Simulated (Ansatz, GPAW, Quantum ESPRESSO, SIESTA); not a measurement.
# Code comparison for HfZrW₄ (F-43m, 6 atoms in the cell)

Self-consistent single point.

```yaml
crystal:
  lattice:
    - [0.00000, 3.74105, 3.74105]
    - [3.74105, 0.00000, 3.74105]
    - [3.74105, 3.74105, 0.00000]
  atoms:
    - { symbol: Zr, position: [0.00000, 0.00000, 0.00000] }
    - { symbol: Hf, position: [0.75000, 0.75000, 0.75000] }
    - { symbol: W, position: [0.37503, 0.37503, 0.37503] }
    - { symbol: W, position: [0.87491, 0.37503, 0.37503] }
    - { symbol: W, position: [0.37503, 0.37503, 0.87491] }
    - { symbol: W, position: [0.37503, 0.87491, 0.37503] }
```

Shared settings, as Ansatz (an electronic-structure program) writes them: kpoints.mp_grid.grid = 7 7 7; scf.occupations.method = fermi_dirac; scf.occupations.width = 0.1 eV. Potentials and cutoffs stand in the table.

```json
[
 {"code": "Ansatz", "model": "LDA (PW92), PAW files made with PBE", "pressure (GPa)": "2.73", "largest force (eV/Å)": "0.012", "cutoff": "default"},
 {"code": "SIESTA", "model": "LDA PW92, numerical atomic orbitals DZP, PseudoDojo LDA standard norm-conserving potentials (rewritten from UPF to PSML)", "pressure (GPa)": "1.59", "largest force (eV/Å)": "0.021", "cutoff": "grid 300 Ry"},
 {"code": "GPAW", "model": "LDA (Perdew-Wang 92), GPAW PAW datasets LDA (gpaw-data 1.0.1)", "pressure (GPa)": "1.88", "largest force (eV/Å)": "0.014", "cutoff": "550 eV"},
 {"code": "Quantum ESPRESSO", "model": "LDA (PW92), PseudoDojo standard norm-conserving (LDA) pseudopotentials", "pressure (GPa)": "1.74", "largest force (eV/Å)": "0.001", "cutoff": "70 Ry"}
]
```

On Ansatz's run: spin-orbit coupling is off. Spin polarisation is off.

The spread over the programs that give each value: pressure within 1.14 GPa; largest force within 0.020 eV/Å.

SIESTA uses small atom-centred bases, whose incompleteness enters pressures, forces and empty levels differently from a plane-wave cutoff. Ansatz's pressure is given at a fixed set of plane waves, as the other plane-wave codes print theirs; with its correction for the finite basis it is 2.77 GPa.

The starting cell comes from a database of computed structures (which also holds hypothetical and non-ambient phases and stackings), without a prior relaxation at this level. Its lattice was rescaled by a random factor within 2.5 % of one.

Keys are those of Ansatz 0.2.
